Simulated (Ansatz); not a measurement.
Consider ZnS in the zinc blende structure (space group F-43m, No. 216; a = 5.297 Å).

Method: LDA, PAW, 420 eV (Ansatz, a program for electronic structure; scalar-relativistic without spin-orbit coupling).

One change was made to it. Results:

The lattice parameter a drops by 0.150 Å (5.297 Å → 5.147 Å); the gap character remains direct at Γ.

### Question
What was done to the base?
(A) pressure 22.5 GPa
(B) pressure 9 GPa
(C) pressure −1 GPa
(D) pressure 4.5 GPa

### Answer
B, pressure 9 GPa. For comparison, the lattice parameter a in the other runs: pressure 4.5 GPa gives 5.215 Å; pressure 22.5 GPa gives 4.995 Å; pressure −1 GPa gives 5.317 Å.

Load acts through the strain it causes; cell and atoms are relaxed under it. Whether these cells are dynamically stable was not tested. Measured, ZnS leaves this structure (for rock salt) near 14.7 GPa (temperature not stated; as listed in Datta, Sujoy, Jana, Debnarayan, arXiv (2020)), on rising pressure, with hysteresis.
